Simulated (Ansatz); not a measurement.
The parent structure is KMgF₃ in the cubic perovskite structure (space group Pm-3m, No. 221; a = 3.991 Å). Axes: x, y, z lie along the cube axes.

The values are results of PBEsol (Ansatz, an electronic-structure program; PAW; 420 eV plane waves; spin-orbit coupling left out), not measurements.

Strains are applied to the cell and any free atomic positions relax; under biaxial strain the out-of-plane vector relaxes too.

One change was made to it. Results:

| quantity | base | after |
|---|---|---|
| band gap | 7.12 eV | 7.17 eV |
| pressure (mean of the normal stresses, compression positive) | 0.01 GPa | 0.65 GPa |
| smallest direct gap | 7.44 eV | 7.50 eV |
| volume per atom | 12.72 Å³ | 12.61 Å³ |

Name the change that was made.
A. biaxial strain −1.20 %, plane normal [001], relaxed out of plane
B. biaxial strain −0.60 %, plane normal [001], relaxed out of plane
C. biaxial strain −1.80 %, plane normal [001], relaxed out of plane

B, biaxial strain −0.60 %, plane normal [001], relaxed out of plane. For comparison, the band gap in the other runs: biaxial strain −1.20 %, plane normal [001], relaxed out of plane gives 7.23 eV; biaxial strain −1.80 %, plane normal [001], relaxed out of plane gives 7.28 eV.

No phonon test of stability was made.
